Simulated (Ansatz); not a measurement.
**What x(Mg) = 0.667, 3 atoms, P-3m1 does to Ca**

Consider Ca in the fcc (Cu type) structure (space group Fm-3m, No. 225; a = 5.5686 Å).

The other end (x = 1) is Mg in the fcc (Cu type) structure (space group Fm-3m, No. 225; a model cell, its experimental status unchecked): 22.77 Å³/atom, gap zero; this end may not be an ambient phase.

It is then changed as follows: Mg replaces 66.7 % of the Ca, ordered in a cell of 3 atoms (starting symmetry P-3m1) and fully relaxed.

Computed with Ansatz (a first-principles code), r2SCAN, PAW, cutoff 500 eV, without spin-orbit coupling, earlier PAW set. k-mesh 15×15×6 (Γ-centred); smearing 0.05 eV (Fermi–Dirac), for the changed cell.

The volume per atom shrinks by 13.89 Å³ (43.17 Å³ → 29.28 Å³) and the density increases by 0.14 g/cm³ to 1.68 g/cm³. The shortest interatomic distance falls by 73.2 pm (393.8 pm → 320.6 pm) and the band gap remains zero. The mixing energy is +0.09 eV/atom (to 0.01 eV only: unlike meshes or grids) (against an end that may be hypothetical) and the deviation of the volume from the linear (Vegard-type) interpolation comes out as -1.0 %.

These are small ordered cells, not random alloys; other orderings at the same x differ. Whether these cells are dynamically stable was not tested. This is not the structure that Mg has at room temperature and ambient pressure.
